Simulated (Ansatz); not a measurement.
**ZnS in the wurtzite structure (space group P6_3mc, No. 186)**

```cif
data_S2Zn2
_chemical_formula_sum 'Zn2 S2'
_space_group_name_H-M_alt 'P63mc'
_space_group_IT_number 186
_space_group_name_Hall 'P 6c -2c'
_cell_length_a 3.84528
_cell_length_b 3.84528
_cell_length_c 6.30521
_cell_angle_alpha 90.000
_cell_angle_beta 90.000
_cell_angle_gamma 120.000
loop_
_atom_site_label
_atom_site_type_symbol
_atom_site_symmetry_multiplicity
_atom_site_Wyckoff_symbol
_atom_site_fract_x
_atom_site_fract_y
_atom_site_fract_z
_atom_site_occupancy
Zn1 Zn 2 b 0.33333 0.66667 0.00023 1
S1 S 2 b 0.33333 0.66667 0.37477 1
```

Level of theory: Ansatz (a quantum-chemistry and plane-wave program) PBE, without spin-orbit coupling. Γ-centred 10×10×5 mesh, Fermi–Dirac width 0.05 eV.

| Quantity | Value |
|---|---|
| Volume per atom | 20.18 Å³ |
| Density | 4.01 g/cm³ |
| Band gap | 2.08 eV, direct at Γ |
| Electron mass | 0.16 mₑ along c, 0.18 mₑ across |
| Total energy | -2111.364 eV/atom (σ→0; compares only within this code and set-up) |

Effective masses come from finite differences of ±0.01 Å⁻¹. Stability against distortions was not tested.
